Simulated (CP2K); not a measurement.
CP2K is run on TiCd (P4/nmm, 4 atoms in the cell), and the run fails. The aim is a self-consistent single point with DFT PBEsol, GPW, DZVP-MOLOPT-PBE-GTH basis, GTH-PBE potentials (POTENTIAL_UZH).

Cell that was meant: a = 2.8711 Å, b = 2.8711 Å, c = 8.9610 Å, α = 90.00°, β = 90.00°, γ = 90.00°.

Part of the input:

```
  STRESS_TENSOR ANALYTICAL
  &DFT
    BASIS_SET_FILE_NAME BASIS_MOLOPT_UZH
    POTENTIAL_FILE_NAME PBE_POTENTIAL_UZH
    &QS
      METHOD GPW
      EPS_DEFAULT 1E-10
```

Output, abridged:

```
 GLOBAL| Method name                                                        CP2K
 GLOBAL| Project name                                                        scf
 GLOBAL| Run type                                                   ENERGY_FORCE

 CELL| Volume [angstrom^3]:                                            73.865360
 CELL| Vector a [angstrom]:       2.871     0.000     0.000   |a| =     2.871060
 CELL| Vector b [angstrom]:       0.000     2.871     0.000   |b| =     2.871060
 CELL| Vector c [angstrom]:       0.000     0.000     8.961   |c| =     8.960996
 CELL| Angle (b,c), alpha [degree]:                                    90.000000
 CELL| Angle (a,c), beta  [degree]:                                    90.000000
 CELL| Angle (a,b), gamma [degree]:                                    90.000000
 CELL| Numerically orthorhombic:                                             YES
 CELL| Periodicity                                                           XYZ

 *******************************************************************************
 *   ___                                                                       *
 *  /   \                                                                      *
 * [ABORT]    The specified OLD file <PBE_POTENTIAL_UZH> cannot be opened. It  *
 *  \___/                  does not exist. *
 *  O/|
 * /| |
 * / \                                                   common/cp_files.F:406 *
 *******************************************************************************

 ===== Routine Calling Stack =====

            3 read_qs_kind
            2 create_qs_kind_set
            1 CP2K
Abort(1) on node 0 (rank 0 in comm 0): application called MPI_Abort(MPI_COMM_WORLD, 1) - process 0
```

**Question.** Read the log: what does the program object to, and what is the fix?

**Answer.** The fault is a potential or basis that cannot be found. The input names a file or set that is not where the program looks, or that does not exist under that name. To fix it, correct the name or place the file. The program stopped before any SCF iteration.

An input that runs soundly differs in these lines (not the only fix; some lines may just follow from the change or write a value another way):
```diff
-    POTENTIAL_FILE_NAME PBE_POTENTIAL_UZH
+    POTENTIAL_FILE_NAME POTENTIAL_UZH
```

With that input, the run converged in 16 iterations: free energy E − TS -5657.7184 eV; Fermi level (on the code's own zero) 9.49 eV; pressure -0.89 GPa; largest force (vector length) 0.075 eV/Å (DFT PBEsol, GPW, DZVP-MOLOPT-PBE-GTH basis, GTH-PBE potentials (POTENTIAL_UZH)).

On the sound input: the starting cell comes from a database of computed structures (which also holds hypothetical and non-ambient phases and stackings), without a prior relaxation at this level. Its lattice was rescaled by a random factor within 2.5 % of one. Spin polarisation is off. Values carry the incompleteness of an atom-centred basis. The potentials were made for another functional than the one used. Without a gap this mesh is coarse (it stands for a supercell whose shortest vector is 18 Å).
